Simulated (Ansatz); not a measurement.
Ansatz (a program for electronic structure) is run on YW3 (I4/mmm, 4 atoms in the cell), and the run fails. The aim is a self-consistent single point with DFT, PBE, plane waves, default PAW files.

Input as run:

Ansatz 0.2 input:
```yaml
# YW3
crystal:
  lattice:
    - [-2.07630700, 2.07630700, 4.62485700]
    - [2.07630700, -2.07630700, 4.62485700]
    - [2.07630700, 2.07630700, -4.62485700]
 atoms:
    - { symbol: W, position: [0.50000000, 0.50000000, 0.00000000] }
    - { symbol: W, position: [0.75000000, 0.25000000, 0.50000000] }
    - { symbol: W, position: [0.25000000, 0.75000000, 0.50000000] }
    - { symbol: Y, position: [0.00000000, 0.00000000, 0.00000000] }
kpoints:
  mp_grid: { grid: [9, 9, 9] }
hamiltonian:
  xc: pbe
  pseudopotentials: { kind: paw }
scf:
  occupations: { method: gaussian, width: 0.05 }
output:
  forces: true
  eigenvalues: true
  stress: true
```

The program printed (abridged):

```
Error: YAML parse error: error: line 3 column 3: crystal: missing field `atoms` (a structure is typed as `lattice` and `atoms`, a molecule's as `atoms` in Å alone, or read from a run's directory, `checkpoint`)
 --> <input>:3:3
  |
1 | # YW3
2 | crystal:
3 |   lattice:
  |   ^ crystal: missing field `atoms` (a structure is typed as `lattice` and `atoms`, a molecule's as `atoms` in Å alone, or read from a run's directory, `checkpoint`)
4 |     - [-2.07630700, 2.07630700, 4.62485700]
5 |     - [2.07630700, -2.07630700, 4.62485700]
  |
```

Q: From the messages shown, name the fault and mend the input.

A: The fault is broken indentation. In YAML the indentation decides which section a key belongs to. To fix it, restore the indentation. The program stopped before any SCF iteration.

An input that runs soundly differs in these lines (not the only fix; some lines may just follow from the change or write a value another way):
```diff
- atoms:
+  atoms:
```

With that input, the run converged in 6 iterations: free energy E − TS (on the zero of these files) -34999.4845 eV; Fermi level (on the code's own zero) 16.71 eV; pressure -10.91 GPa (DFT, PBE, plane waves, default PAW files).

On the sound input: the starting cell was generated: these elements placed on a structure prototype, without a prior relaxation; it need not be a known phase or ordering of this composition. Its lattice was rescaled by a random factor within 2.5 % of one. Spin polarisation is off. With a pressure of about -11 GPa the cell is away from its equilibrium volume at this level. Ansatz's pressure includes its estimate of the finite-basis (Pulay) stress.
